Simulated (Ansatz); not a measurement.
The reference is TlBr in the CsCl type structure (space group Pm-3m, No. 221; a = 3.9145 Å). Axes: x, y, z lie along the cube axes.

Method: PBEsol (Ansatz, a first-principles code, PAW, no spin-orbit coupling).

Before the change:

The pressure is 0.00 GPa and the shortest interatomic distance comes out as 6.406 bohr.

Now apply this change: tensile biaxial strain of 1.00 % in the plane normal to [001], as in epitaxy on a mismatched substrate; the out-of-plane cell vector and the atoms relax.

Q: What does the calculation give for the ratio −ε⊥/ε∥ after the change?

A: The ratio −ε⊥/ε∥ comes out as 0.85.

Q: Predict the new pressure.

A: The pressure (mean of the normal stresses, compression positive) goes from zero to -0.30 GPa.

Q: How does this affect the shortest interatomic distance?

A: The shortest interatomic distance increases by 0.025 bohr to 6.431 bohr.

Q: Predict the new energy relative to the base.

A: The energy rises by 0.9 meV/atom.

Whether these cells are dynamically stable was not tested.
